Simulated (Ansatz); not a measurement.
**How far to go with the k-point mesh: CrAgSe2 (R3m, 4 atoms in the cell)**

```
CrAgSe2
1.0
    1.87688     1.08362     7.05254
   -1.87688     1.08362     7.05254
    0.00000    -2.16723     7.05254
Cr Ag Se
1 1 2
Direct
  0.00248   0.00248   0.00248
  0.84918   0.84918   0.84918
  0.72911   0.72911   0.72911
  0.26580   0.26580   0.26580
```
Moments meant for the start (each program seeds them in its own way; μB, in the order of the atoms Cr Ag Se Se): 3.0 0.0 0.0 0.0.

Level of theory: PBEsol, default PAW files made with PBE (plane waves; Ansatz, a first-principles code).

Base settings: basis.ecutwfc = 420 eV; kpoints.mp_grid.grid = 6 6 6; hamiltonian.xc = pbesol; hamiltonian.pseudopotentials = {kind: paw} (the program's default PAW files); magnetization.spin_polarized = true; scf.occupations.method = fermi_dirac; scf.occupations.width = 0.05 eV.

Only quantities that move along the ladder and can be compared are tabulated.

The starting cell comes from a database of computed structures (which also holds hypothetical and non-ambient phases and stackings), without a prior relaxation at this level. Its lattice was rescaled by up to half a per cent. One atom was moved a little off its site on purpose. With one magnetic atom in the cell only a parallel order is possible. In the base run, with a pressure of about -4 GPa the cell is away from its equilibrium volume at this level. Ansatz's pressure includes its estimate of the finite-basis (Pulay) stress.

Steps (kpoints.mp_grid.grid): 2 2 2; 3 3 3; 4 4 4; 5 5 5; 6 6 6; 7 7 7; 8 8 8; 9 9 9; 10 10 10; 11 11 11; 12 12 12; 13 13 13; 15 15 15; 16 16 16; 18 18 18; 20 20 20.

**Question.** What is the coarsest kpoints.mp_grid.grid that holds the free energy within 0.5 meV/atom of the last step, with all finer ones?

**Answer.** 7 7 7; the step before is off by 1.6 meV/atom.

**Question.** What is the coarsest kpoints.mp_grid.grid that holds the forces within 0.005 eV/Å of the last step, with all finer ones?

**Answer.** 7 7 7; the step before is off by 0.011 eV/Å.

**Question.** What is the coarsest kpoints.mp_grid.grid that holds the pressure within 0.5 GPa of the last step, with all finer ones?

**Answer.** 3 3 3; the step before is off by 1.2 GPa.

```csv
kpoints.mp_grid.grid,free energy less the last step's (meV/atom),pressure (GPa),largest difference of a force vector from the last step's (eV/Å)
2 2 2,151.52,-3.20,0.661
3 3 3,28.90,-4.00,0.042
4 4 4,13.21,-4.22,0.024
5 5 5,5.59,-4.29,0.017
6 6 6,1.57,-4.34,0.011
7 7 7,0.40,-4.36,0.003
8 8 8,0.19,-4.37,0.000
9 9 9,0.11,-4.37,0.000
10 10 10,0.05,-4.37,0.000
11 11 11,0.02,-4.37,0.000
12 12 12,0.01,-4.37,0.000
13 13 13,0.00,-4.37,0.000
15 15 15,0.00,-4.37,0.000
16 16 16,0.00,-4.37,0.000
18 18 18,0.00,-4.37,0.000
20 20 20,0.00,-4.37,0.000
```

Left out of this page: 1 run of the series stopped by limits of time or memory.

Keys are those of Ansatz 0.2.
